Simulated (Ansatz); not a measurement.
The reference is MgO in the rock salt structure (space group Fm-3m, No. 225; a = 4.204 Å).

The values are results of r2SCAN (Ansatz, a first-principles code), no spin-orbit coupling, not measurements.

The change: the cell is scaled by 1.0100 in all directions; the atoms relax in the strained cell.

**Question.** How does this affect the energy relative to the base and mean gap deformation potential ΔEg/Δln V?

**Answer.** The energy increases by 4.2 meV/atom; the mean gap deformation potential ΔEg/Δln V is -10.0 eV.

Whether these cells are dynamically stable was not tested.
